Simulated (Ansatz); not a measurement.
Take AgCl in the rock salt structure (space group Fm-3m, No. 225) as the base.

```
AgCl
1.0
    0.00000     2.72373     2.72373
    2.72373     0.00000     2.72373
    2.72373     2.72373     0.00000
Cl Ag
1 1
Direct
  0.00000   0.00000   0.00000
  0.50000   0.50000   0.50000
```

Cartesian axes are those of the cell as printed.

The values are results of Kohn–Sham DFT with the PBEsol functional, run in Ansatz (an electronic-structure program) with PAW and 420 eV plane waves, no spin-orbit coupling, not measurements.

Strains are applied to the cell and any free atomic positions relax; under stress the whole cell relaxes.

One change was made to it. Results:

| quantity | base | after |
|---|---|---|
| band gap | 0.72 eV | 0.67 eV |
| shortest interatomic distance | 2.724 Å | 2.693 Å |

Q: What was done to the base?
A. uniaxial stress, 0.5 GPa compression along x
B. uniaxial strain ε_zz = +0.98 %
C. isotropic strain +0.80 %

A: A, uniaxial stress, 0.5 GPa compression along x. For comparison, the shortest interatomic distance in the other runs: uniaxial strain ε_zz = +0.98 % gives 2.724 Å; isotropic strain +0.80 % gives 2.746 Å.

Beyond what the load breaks, stability against distortions was not tested.
